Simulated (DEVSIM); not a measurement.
Device: Schottky contact on n-type Si, at 300 K.

```csv
layer (left to right),material,thickness (μm),Nd (cm⁻³),τn (s),τp (s)
1,Si,2.80,1.4e15,0.00055,0.00055
```

Left contact: Schottky, work function 4.46 eV, emission velocity 2.6e6 cm/s. Right contact: ohmic. Voltage is applied to the left contact. Recombination: SRH at mid-gap, radiative. Mobility is μmin + (μ − μmin)/(1 + (N/Nref)^α).

Constants are typed, rounded textbook-type inputs, not results; the design itself was drawn at random and stands for no fabricated device. Values at 300 K.

| parameter | Si |
|---|---|
| gap (eV) | 1.124 |
| affinity (eV) | 4.05 |
| permittivity | 11.7 |
| Nc (cm⁻³) | 2.86e19 |
| Nv (cm⁻³) | 3.1e19 |
| μn (cm²/Vs) | 1417 |
| μp (cm²/Vs) | 470 |
| μn,min | 52 |
| μp,min | 45 |
| Nref,n | 9.7e16 |
| Nref,p | 2.2e17 |
| αn | 0.68 |
| αp | 0.72 |
| B (cm³/s) | 4.7e-15 |

Simulated with DEVSIM: 1D drift-diffusion, Boltzmann statistics, complete ionisation; no tunnelling, impact ionisation, image-force lowering or self-heating. Metal contacts follow the ideal Schottky-Mott rule: no Fermi-level pinning, no interface dipoles.

Q: Tabulate band edges, carrier densities and field at -5.0 V on the left contact.

A: Energies count from the Fermi level of the right contact; mesh points crowd at the junctions.

| x (μm) | Ec (eV) | Ev (eV) | n (cm⁻³) | p (cm⁻³) | field (V/cm) |
|---|---|---|---|---|---|
| 0.000 | 5.410 | 4.286 | 1.5e11 | 3.1e7 | -47000 |
| 0.01062 | 5.360 | 4.236 | 1.5e11 | 4600000 | -47000 |
| 0.02586 | 5.289 | 4.165 | 1.5e11 | 290000 | -47000 |
| 0.04773 | 5.188 | 4.064 | 1.5e11 | 6500 | -46000 |
| 0.08775 | 5.005 | 3.881 | 1.5e11 | 780 | -45000 |
| 0.1365 | 4.787 | 3.663 | 1.6e11 | 790 | -44000 |
| 0.2065 | 4.483 | 3.359 | 1.6e11 | 820 | -43000 |
| 0.3492 | 3.897 | 2.773 | 1.7e11 | 880 | -40000 |
| 0.5117 | 3.283 | 2.159 | 1.9e11 | 960 | -36000 |
| 0.7447 | 2.502 | 1.377 | 2.2e11 | 1100 | -31000 |
| 1.079 | 1.586 | 0.462 | 3.0e11 | 1400 | -24000 |
| 1.611 | 0.629 | -0.495 | 6.0e11 | 2700 | -12000 |
| 1.979 | 0.325 | -0.799 | 1.0e14 | 6500 | -4400 |
| 2.235 | 0.266 | -0.858 | 9.7e14 | 18000 | -820 |
| 2.460 | 0.258 | -0.866 | 1.3e15 | 40000 | -120 |
| 2.571 | 0.257 | -0.867 | 1.4e15 | 54000 | -48 |
| 2.647 | 0.257 | -0.867 | 1.4e15 | 63000 | -27 |
| 2.701 | 0.257 | -0.867 | 1.4e15 | 70000 | -20 |
| 2.745 | 0.257 | -0.867 | 1.4e15 | 76000 | -17 |
| 2.769 | 0.257 | -0.867 | 1.4e15 | 79000 | -16 |
| 2.786 | 0.257 | -0.867 | 1.4e15 | 81000 | -16 |
| 2.800 | 0.257 | -0.867 | 1.4e15 | 83000 | -15 |
